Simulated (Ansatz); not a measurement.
# Defect calculation: O vacancy + O vacancy (V_O+V_O) in metastable polar orthorhombic HfO2

Computed with PBE, PAW (plane waves to 420 eV; Ansatz, a program for electronic structure). Cell: 96 sites, 2×2×2 repeats of a cell of 12 atoms; final energies on a 2×2×2 shifted mesh. Sites at the start: the O(2) site; O(1) 2.55 Å away. Finite-size correction: monopole term and site-potential alignment. Dielectric constants: PBE linear response of the host. Host gap at this level: 4.36 eV. A cell of this size leaves errors of a few tenths of an eV. Levels are measured in PBE's own, too narrow, gap. Spin–orbit coupling is left out, which matters for these heavy elements. Each state is the lowest found from its start.

Formation energies E_f are given with the Fermi level at the valence-band maximum. Chemical conditions: Hf-rich (Δμ(O) = -5.15 eV; only phases computed here count, gases as isolated molecules at 0 K); O-rich (Δμ(O) = 0.00 eV; only phases computed here count, gases as isolated molecules at 0 K). Reference phases: O: O2 molecule in a box.

The name describes the start.

Charges with a result: +4, +2, +1, 0. Others weren't obtained, and one of them could lie lower, also by skipping a charge.

```json
[
 {"charge": "+4", "moment (μB)": "not spin-polarised", "point group": "C1", "largest move off a lattice site (Å)": "0.62", "image correction with alignment (eV)": "0.33", "E_f, Hf-rich (eV)": "-8.21", "E_f, O-rich (eV)": "2.09"},
 {"charge": "+2", "moment (μB)": "not spin-polarised", "point group": "C1", "largest move off a lattice site (Å)": "0.22", "image correction with alignment (eV)": "-0.06", "E_f, Hf-rich (eV)": "-3.75", "E_f, O-rich (eV)": "6.55"},
 {"charge": "+1†", "moment (μB)": "1.0", "point group": "–", "largest move off a lattice site (Å)": "0.12", "image correction with alignment (eV)": "-0.10", "E_f, Hf-rich (eV)": "–", "E_f, O-rich (eV)": "–"},
 {"charge": "0", "moment (μB)": "not spin-polarised", "point group": "C1", "largest move off a lattice site (Å)": "0.09", "image correction with alignment (eV)": "0.00", "E_f, Hf-rich (eV)": "1.91", "E_f, O-rich (eV)": "12.21"}
]
```

† Not settled in this cell, so no level is given: charge +1: carriers not clearly localised.

Point groups are those of the whole cell at tolerances of 0.03 and 0.1 Å ("near" where only the looser one holds); none is given for unsettled states.

Flagged in the runs: a host whose relaxation on this sampling wasn't shown to rest, a strain field that reaches the edge of the cell.

All states together cost about 7 core-hours (a rough figure).
